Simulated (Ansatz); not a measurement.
Worked example: self-consistent single point of Mg (R3m, 3 atoms in the cell) in Ansatz (a first-principles code).

Method: PBEsol, harder PAW files (source: ansatz) made with PBE (plane waves; Ansatz).

The change in words: lattice scaled by 0.98; basis.ecutwfc: 420 eV → 1240 eV; hamiltonian.pseudopotentials: {kind: paw} (the program's default PAW files) → {kind: paw, source: ansatz}. Reference geometry:
```
Mg
1.0
    1.58792     0.91678     7.67678
   -1.58792     0.91678     7.67678
    0.00000    -1.83357     7.67678
Mg
3
Direct
  0.00217   0.00217   0.00217
  0.22193   0.22193   0.22193
  0.77807   0.77807   0.77807
```

Reference input (self-consistent single point, DFT, PBEsol, plane waves, default PAW files made with PBE): basis.ecutwfc = 420 eV; kpoints.mp_grid.grid = 8 8 8; hamiltonian.xc = pbesol; hamiltonian.pseudopotentials = {kind: paw} (the program's default PAW files); scf.occupations.method = gaussian; scf.occupations.width = 0.1 eV. This run's input differs from it in these lines:

Ansatz 0.2 input:
```diff
@@ -3,5 +3,5 @@
   lattice:
-    - [1.587917, 0.916784, 7.676777]
-    - [-1.587917, 0.916784, 7.676777]
-    - [0.000000, -1.833569, 7.676777]
+    - [1.556159, 0.898448, 7.523241]
+    - [-1.556159, 0.898448, 7.523241]
+    - [0.000000, -1.796898, 7.523241]
   atoms:
@@ -11,3 +11,3 @@
 basis:
-  ecutwfc: 420.0 eV
+  ecutwfc: 1240.0 eV
 kpoints:
@@ -19,2 +19,3 @@
     kind: paw
+    source: ansatz
 scf:
```

Output (repeated stretches shortened):

```
SCF iter   1: F=—  HF=-5736.272961 eV  |F-HF|=—  |Δ(HF+E_count)|=         —  Δρ=1.40e-2  dr2=1.54e-1  ethr=3.10e-3  ⟨swp⟩=4.7  Hψ=5657  notcnv=0
all-band conjugate gradients solve this SCF's bands
preconditioner: auto → Kerker (q_TF=auto, 2.410 Å⁻¹)
SCF iter   2: F=—  HF=-5736.254252 eV  |F-HF|=—  |Δ(HF+E_count)|=   1.87e-2  Δρ=9.68e-3  dr2=7.57e-2  ethr=5.13e-4  ⟨swp⟩=2.0  Hψ=2066  notcnv=0  defer=2
SCF iter   3: F=—  HF=-5736.236223 eV  |F-HF|=—  |Δ(HF+E_count)|=   1.80e-2  Δρ=1.66e-3  dr2=2.38e-3  ethr=2.52e-4  ⟨swp⟩=2.0  Hψ=1479  notcnv=0  defer=2
SCF iter   4: F=—  HF=-5736.235252 eV  |F-HF|=—  |Δ(HF+E_count)|=   9.71e-4  Δρ=2.83e-4  dr2=2.94e-5  ethr=7.94e-6  ⟨swp⟩=2.7  Hψ=2340  notcnv=0  defer=2
SCF iter   5: F=—  HF=-5736.235285 eV  |F-HF|=—  |Δ(HF+E_count)|=   3.28e-5  Δρ=4.28e-5  dr2=1.84e-6  ethr=9.79e-8  ⟨swp⟩=2.0  Hψ=1402  notcnv=0  defer=2
SCF iter   6: F=-5736.235284 eV  HF=-5736.235284 eV  |F-HF|=4.12e-8  |Δ(HF+E_count)|=   3.56e-7  Δρ=9.33e-6  dr2=9.37e-8  ethr=3.33e-10  ⟨swp⟩=4.6  Hψ=5468  notcnv=0
SCF 1 converged in 6 iterations: F = -5736.235284 eV  dr2 = 9.37e-8
Free energy (F): -5736.235284 eV
Internal energy: -5736.229357 eV  (E = F + TS)
E sigma→0 (E₀):  -5736.232320 eV
Entropy (-TS):   -0.005928 eV (-1.976 meV/atom)
Fermi energy:    6.293561 eV
--- Forces (eV/Å), atoms counted from 1 ---
  atom   1  Mg     0.00000000     0.00000001    -0.17274544
  atom   2  Mg     0.00000000    -0.00000000     0.09254259
  atom   3  Mg     0.00000000    -0.00000000     0.08019915
--- Stress (GPa, compression-positive) ---
        3.175594       0.000000       0.000000
        0.000000       3.175594       0.000000
        0.000000       0.000000       2.617716
  P = ⅓ Tr σ = 2.9896 GPa (29.896 kbar)
  The stress holds the Pulay correction. Without it, at fixed plane waves, as pw.x and ABINIT print it: P = 2.9892 GPa
```

The run converged in 6 iterations. Against the reference run the pressure goes from 0.38 to 2.99 GPa and the largest force goes from 0.145 to 0.173 eV/Å.

The starting cell comes from a database of computed structures (which also holds hypothetical and non-ambient phases and stackings), without a prior relaxation at this level. Its lattice was rescaled by up to half a per cent. One atom was moved a little off its site on purpose. For this run, on top of that: lattice scaled by 0.98. Ansatz's pressure includes its estimate of the finite-basis (Pulay) stress.
